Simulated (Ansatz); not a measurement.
```xyz
60
Lattice="24.0000 0.0000 0.0000 0.0000 24.5000 0.0000 0.0000 0.0000 7.0393" Properties=species:S:1:pos:R:3 pbc="T T T"
Ge     6.5201    11.7610     4.7879
Ge     7.0609    12.5410     7.0541
Ge     7.0931    15.9678     3.4873
Ge     7.3760    16.3143     5.8985
Ge     8.1109    10.6687     1.2054
Ge     8.5923    11.2904     3.5446
Ge     8.5771    14.4889     7.0423
Ge     9.1218    15.1560     2.3435
Ge     9.6828     9.4120     4.7121
Ge    10.1780    10.0185     0.0206
Ge    10.1469    13.2197     3.5219
Ge    10.6793    13.8718     5.8639
Ge    10.7271    17.0311     2.3317
Ge    11.2285     8.1233     1.2054
Ge    11.3832    17.7170     4.5978
Ge    11.7413     8.7193     3.5446
Ge    11.7455    11.9383    -0.0041
Ge    12.2545    12.5617     2.3506
Ge    12.2587    15.7807     5.8411
Ge    12.6168     6.7830     4.7879
Ge    12.7715    16.3767     1.1411
Ge    13.2729     7.4689     7.0541
Ge    13.3207    10.6282     3.5219
Ge    13.8531    11.2803     5.8639
Ge    13.8220    14.4815     2.3258
Ge    14.3172    15.0880     4.6737
Ge    14.8782     9.3440     0.0030
Ge    15.4229    10.0111     2.3435
Ge    15.4077    13.2096     5.8411
Ge    15.8891    13.8313     1.1411
Ge    16.6240     8.1857     3.4873
Ge    16.9069     8.5322     5.8985
Ge    16.9391    11.9590     2.3317
Ge    17.4799    12.7390     4.5978
H      5.6247    12.7742     4.0362
H      5.7252    10.4357     4.9028
H      5.7494    12.9501     0.7455
H      5.9307    14.9745     3.2606
H      6.6813    17.3111     2.8335
H      5.9774    16.4490     6.5523
H      8.1167    17.6519     6.1252
H      7.1411     9.4503     1.1923
H      8.6971     8.2048     4.7080
H     10.0640    18.2343     1.6010
H     10.2286     6.9294     1.1923
H     12.5228    18.7609     4.4830
H     10.2114    18.3917     5.3495
H     13.7886     6.1083     4.0362
H     11.4772     5.7391     4.9028
H     13.7714    17.5706     1.1542
H     13.9360     6.2657     0.7455
H     15.3029    16.2952     4.6778
H     16.8589    15.0497     1.1542
H     15.8833     6.8481     3.2606
H     18.0226     8.0510     2.8335
H     17.3187     7.1889     6.5522
H     18.0693     9.5255     6.1251
H     18.2506    11.5499     1.6010
H     18.2748    14.0643     4.4830
H     18.3753    11.7258     5.3495
```

Computed with PBE (plane waves to 420 eV, PAW; Ansatz, a quantum-chemistry and plane-wave program). Mesh 1×1×6. No spin polarisation. Periodic along z alone, with about 11 Å of vacuum beside it. An idealised model, cut from the bulk lattice. Symmetry and one short period hold its shape; lower forms weren't sought. Values not marked SOC lack spin–orbit coupling.

Task: Tabulate the two highest filled and two lowest empty levels along the axis, from the valence top.

Result: 
```tsv
k (2π/c)	v2 (eV)	v1 (eV)	c1 (eV)	c2 (eV)
0.000	-0.52	0.00	1.58	1.87
0.042	-0.51	-0.02	1.61	1.89
0.083	-0.48	-0.10	1.69	1.94
0.125	-0.45	-0.20	1.80	2.01
0.167	-0.43	-0.34	1.94	2.09
0.208	-0.49	-0.43	2.08	2.13
0.250	-0.64	-0.46	2.05	2.13
0.292	-0.77	-0.51	2.00	2.06
0.333	-0.81	-0.58	1.97	1.97
0.375	-0.87	-0.66	1.90	1.95
0.417	-0.90	-0.75	1.86	1.92
0.458	-0.93	-0.83	1.84	1.89
0.500	-0.95	-0.87	1.83	1.87
```
